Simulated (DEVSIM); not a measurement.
Device: Al/Al2O3/n-Si capacitor, at 350 K.

| layer (left to right) | material | thickness (nm) | Nd (cm⁻³) |
|---|---|---|---|
| 1 | Al2O3 | 15.0 | - |
| 2 | Si | 350 | 2.7e18 |

Metal gate on the left, work function 4.1 eV. Fixed charge at the semiconductor interface 2e10 cm⁻² (in units of +e); no interface traps.

The device is made up for the run: typed textbook-type constants, with dimensions and the other settings drawn at random. Values at 300 K; Nc and Nv go as T^1.5, mobilities as T to minus their exponent, the gap by Varshni's rule with the affinity fixed.

```csv
parameter,Al2O3,Si
gap (eV),6.8,1.124
affinity (eV),1.35,4.05
permittivity,9,11.7
Nc (cm⁻³),-,2.86e19
Nv (cm⁻³),-,3.1e19
Varshni α (eV/K),-,0.000473
Varshni β (K),-,636
```

Simulated with DEVSIM: 1D Poisson equation in equilibrium, Boltzmann statistics, complete ionisation; no quantum confinement or tunnelling. Metal contacts follow the ideal Schottky-Mott rule: no Fermi-level pinning, no interface dipoles.

Tabulate band edges, carrier densities and field at -1.4 V on the gate.

Energies count from the Fermi level of the right contact; mesh points crowd at the junctions.

```csv
x (μm),Ec (eV),Ev (eV),n (cm⁻³),p (cm⁻³),field (V/cm)
0.000,4.150,-2.650,< 1e2,< 1e2,-680000
0.0009948,4.082,-2.718,< 1e2,< 1e2,-680000
0.002591,3.974,-2.826,< 1e2,< 1e2,-680000
0.005452,3.780,-3.020,< 1e2,< 1e2,-680000
0.01059,3.430,-3.370,< 1e2,< 1e2,-680000
0.01302,3.266,-3.534,< 1e2,< 1e2,-680000
0.01437,3.174,-3.626,< 1e2,< 1e2,-680000
0.01552,0.405,-0.706,5.4e13,2.6e9,-500000
0.01704,0.334,-0.777,5.6e14,2.5e8,-430000
0.01991,0.226,-0.884,2.0e16,7200000,-310000
0.02498,0.118,-0.993,7.2e17,200000,-120000
0.03970,0.078,-1.032,2.7e18,53000,-790
0.06289,0.078,-1.033,2.7e18,53000,≈ 0
0.1069,0.078,-1.033,2.7e18,53000,≈ 0
0.2222,0.078,-1.033,2.7e18,53000,≈ 0
0.2877,0.078,-1.033,2.7e18,53000,≈ 0
0.3248,0.078,-1.033,2.7e18,53000,≈ 0
0.3443,0.078,-1.033,2.7e18,53000,≈ 0
0.3568,0.078,-1.033,2.7e18,53000,≈ 0
0.3610,0.078,-1.033,2.7e18,53000,≈ 0
0.3635,0.078,-1.033,2.7e18,53000,≈ 0
0.3650,0.078,-1.033,2.7e18,53000,≈ 0
```
